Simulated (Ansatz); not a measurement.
**Several settings converged on LaCoSi2 (Cm, 8 atoms in the cell)**

```
CELL_PARAMETERS angstrom
      2.12634    -8.31888     0.00000
      2.12634     8.31888     0.00000
      0.00000     0.00000     4.10450
ATOMIC_POSITIONS crystal
  La 0.60858 0.39142 0.76218
  La 0.39142 0.60858 0.25000
  Co 0.81844 0.18156 0.75000
  Co 0.18156 0.81844 0.25000
  Si 0.95629 0.04371 0.75000
  Si 0.04371 0.95629 0.25000
  Si 0.24957 0.75043 0.75000
  Si 0.75043 0.24957 0.25000
```

Base method: PBEsol, default PAW files made with PBE (plane waves; Ansatz, an electronic-structure program).

Base settings: basis.ecutwfc = 30.9 Ry; kpoints.mp_grid.grid = 5 5 5; hamiltonian.xc = pbesol; hamiltonian.pseudopotentials = {kind: paw} (the program's default PAW files); scf.occupations.method = gaussian; scf.occupations.width = 0.0073 Ry.

The count of work is k-points × plane waves × bands × iterations; it is no time. Core times come from one kind of shared machine, to one figure; runs under 30 s give none.

**The k-point mesh**

Only quantities that move along the ladder and can be compared are tabulated.

```csv
kpoints.mp_grid.grid,free energy less the last step's (meV/atom),pressure (GPa),largest difference of a force vector from the last step's (eV/Å),count of work / last,core time / last (rough)
2 2 2,-22.50,-5.07,0.285,0.021,–
3 3 3,12.21,-4.36,0.302,0.035,–
4 4 4,5.98,-4.72,0.139,0.085,–
5 5 5,-0.35,-4.71,0.132,0.14,0.1
7 7 7,-1.47,-4.63,0.020,0.32,0.3
8 8 8,-0.75,-4.66,0.048,0.47,0.4
10 10 10,0.00,-4.66,0.000,1.0,1
```

Coarsest kpoints.mp_grid.grid that holds the pressure within 0.2 GPa of the last step, with all finer ones: 4 4 4, at 0.085 of the last step's count of work; the step before is off by 0.29 GPa.

Coarsest kpoints.mp_grid.grid that holds the free energy within 5 meV/atom of the last step, with all finer ones: 5 5 5, at 0.14 of the last step's count of work and about 0.1 of the last step's time; the step before is off by 6.0 meV/atom.

Coarsest kpoints.mp_grid.grid that holds the forces within 0.01 eV/Å: not settled: the last two steps still differ by 0.048 eV/Å, over half the tolerance, so the ladder does not show it.

**The k-point mesh at a smearing width of 0.02 eV**

In this ladder: scf.occupations.width = 0.0015 Ry.

Only quantities that move along the ladder and can be compared are tabulated.

| kpoints.mp_grid.grid | free energy less the last step's (meV/atom) | pressure (GPa) | largest difference of a force vector from the last step's (eV/Å) | count of work / last | core time / last (rough) |
|---|---|---|---|---|---|
| 3 3 3 | 13.84 | -4.36 | 0.254 | 0.015 | – |
| 5 5 5 | -0.56 | -4.72 | 0.093 | 0.051 | – |
| 7 7 7 | -1.89 | -4.63 | 0.074 | 0.15 | 0.1 |
| 9 9 9 | -0.06 | -4.66 | 0.079 | 0.31 | 0.3 |
| 13 13 13 | 0.00 | -4.67 | 0.000 | 1.0 | 1 |

Coarsest kpoints.mp_grid.grid that holds the free energy within 1 meV/atom of the last step, with all finer ones: 9 9 9, at 0.31 of the last step's count of work and about 0.3 of the last step's time; the step before is off by 1.9 meV/atom.

Coarsest kpoints.mp_grid.grid that holds the pressure within 0.1 GPa of the last step, with all finer ones: 5 5 5, at 0.051 of the last step's count of work; the step before is off by 0.30 GPa.

Coarsest kpoints.mp_grid.grid that holds the forces within 0.02 eV/Å: not settled: the last two steps still differ by 0.079 eV/Å, over half the tolerance, so the ladder does not show it.

**The k-point mesh at a smearing width of 0.3 eV**

In this ladder: scf.occupations.width = 0.022 Ry.

Only quantities that move along the ladder and can be compared are tabulated.

```csv
kpoints.mp_grid.grid,free energy less the last step's (meV/atom),pressure (GPa),largest difference of a force vector from the last step's (eV/Å),count of work / last,core time / last (rough)
3 3 3,6.73,-4.35,0.266,0.049,–
5 5 5,-0.61,-4.59,0.077,0.19,0.2
7 7 7,-0.59,-4.55,0.016,0.49,0.5
9 9 9,0.00,-4.56,0.000,1.0,1
```

Coarsest kpoints.mp_grid.grid that holds the forces within 0.02 eV/Å: not settled: the last two steps still differ by 0.016 eV/Å, over half the tolerance, so the ladder does not show it.

Coarsest kpoints.mp_grid.grid that holds the free energy within 5 meV/atom of the last step, with all finer ones: 5 5 5, at 0.19 of the last step's count of work and about 0.2 of the last step's time; the step before is off by 6.7 meV/atom.

Coarsest kpoints.mp_grid.grid that holds the pressure within 0.2 GPa of the last step, with all finer ones: 5 5 5, at 0.19 of the last step's count of work and about 0.2 of the last step's time; the step before is off by 0.21 GPa.

On the base run: the starting cell comes from a database of computed structures (which also holds hypothetical and non-ambient phases and stackings), without a prior relaxation at this level. Its lattice was rescaled by up to half a per cent. One atom was moved a little off its site on purpose. Spin polarisation is off. In the base run, with a pressure of about -5 GPa the cell is away from its equilibrium volume at this level. Ansatz's pressure includes its estimate of the finite-basis (Pulay) stress.

Keys are those of Ansatz 0.2.
